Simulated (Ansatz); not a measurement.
## PbSe: pressure 9 GPa

Base system: PbSe in the rock salt structure (space group Fm-3m, No. 225; a = 6.1016 Å).

Now apply this change: cell and atoms relaxed at a pressure of 9 GPa.

Level of theory: Ansatz (an electronic-structure program) PBEsol, no SOC. Γ-centred 9×9×9 mesh, Fermi–Dirac width 0.05 eV.

```tsv
quantity	base	changed	shift
lattice parameter a	610.2 pm	584.8 pm	-25.4 pm
shortest interatomic distance	305.1 pm	292.4 pm	-12.7 pm
enthalpy H = E + PV relative to the base's energy	–	+1.49 eV/atom	–
band gap (uncertain: the edges found look like a band crossing or inverted bands; the changed cell)	0.17 eV	0.21 eV	+0.047 eV
```

With Pb present, leaving out spin-orbit coupling can change the band edges. Load acts through the strain it causes; cell and atoms are relaxed under it. No phonon test of stability was made. No other phases were tried under pressure. A zero or small gap of PbSe can be the functional's error rather than a property of the material.
